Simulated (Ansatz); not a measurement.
# SrO with two functionals, pressure 7.5 GPa

The parent structure is SrO in the rock salt structure (space group Fm-3m, No. 225; a = 5.1950 Å).

(Cell as relaxed with PBE.)

Levels (all Ansatz, a first-principles code, PAW): PBE (420 eV, spin-orbit coupling left out); r2SCAN (500 eV, spin-orbit coupling left out).

Each level relaxes its own structure.

| base | PBE | r2SCAN |
|---|---|---|
| volume per atom | 17.53 Å³ | 17.17 Å³ |
| lattice parameter a | 5.195 Å | 5.160 Å |
| band gap | 3.33 eV | 3.80 eV |

Modification: cell and atoms relaxed at a pressure of 7.5 GPa.

| quantity | PBE | r2SCAN |
|---|---|---|
| lattice parameter a | 5.067 Å | [?] |
| valley order (the lowest conduction-band minima on the path, energy above the VBM, named in the base's zone) | X along ⟨100⟩ 3.29 eV; Γ 4.34 eV | [?] |
| smallest direct gap | 3.33 eV | [?] |

Task: Given the PBE results, estimate those of r2SCAN.

Result: 
- lattice parameter a, r2SCAN: 5.043 Å
- valley order (the lowest conduction-band minima on the path, energy above the VBM, named in the base's zone), r2SCAN: X along ⟨100⟩ 3.76 eV; Γ 5.13 eV
- smallest direct gap, r2SCAN: 3.79 eV

PBE's lattice parameter a lies 0.024 Å above r2SCAN's (0.5 %); both order the valleys alike; PBE's smallest direct gap lies 0.46 eV below r2SCAN's. Neither level is exact; r2SCAN is the comparison here, not a measurement.

Load acts through the strain it causes; cell and atoms are relaxed under it. No phonon test of stability was made. Competing high-pressure phases were not computed.
